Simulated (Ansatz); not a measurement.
Cost and result by functional for the adsorption energy of N on the 1x1 (110) surface of 3C silicon carbide (cut with top plane C + Si), one in a 2x2 cell, started at the site 'over Si at depth 1.5 Å', in Ansatz (plane waves, PAW). Single points on the PBE structure, on one kind of machine; costs are rough ratios of the slab run's core time (references not counted) to the cheapest single point. r2SCAN's cost holds its higher cutoff (500 against 420 eV). Differences are taken against r2SCAN for comparison alone: no measured value is at hand, so the table doesn't rank accuracy.

Host crystal: 3C silicon carbide, with a band gap (PBE, scalar-relativistic without spin-orbit coupling).

Set-up: 49 atoms, 7.7 Å thick at the start under the adsorbate (thin: gaps and levels are the slab's own); mesh 3x3x1; 0.01 eV smearing; dipole correction on; 24 atoms held, the rest relaxed; symmetry of the start imposed; spin-polarised, ending with about 1.0 μB a cell; orders that need a larger cell were not tried, no spin-orbit, no U, no dispersion correction. At the end it is bonded to C + 2 Si. In PBE this state lies 0.08 eV over the lowest of the starts that converged ('top C'). These notes are the PBE run's. r2SCAN: The program's check for a lower electronic state was not made. Adsorption energies are against ½ N2(g). A negative adsorption energy means that the adsorbate is more stable on the surface than in its reference.

| functional | relative cost | adsorption energy (eV) | less r2SCAN (eV) |
|---|---|---|---|
| RPBE | 1 | 0.96 | 0.09 |
| r2SCAN | 2 | 0.86 | 0.00 |
| PBE (the relaxed run's value) | – | 0.80 | -0.07 |

The values span 0.16 eV, while the single points' costs differ by a factor of roughly 2. Differences are of unrounded values.

Ansatz is an electronic-structure program.
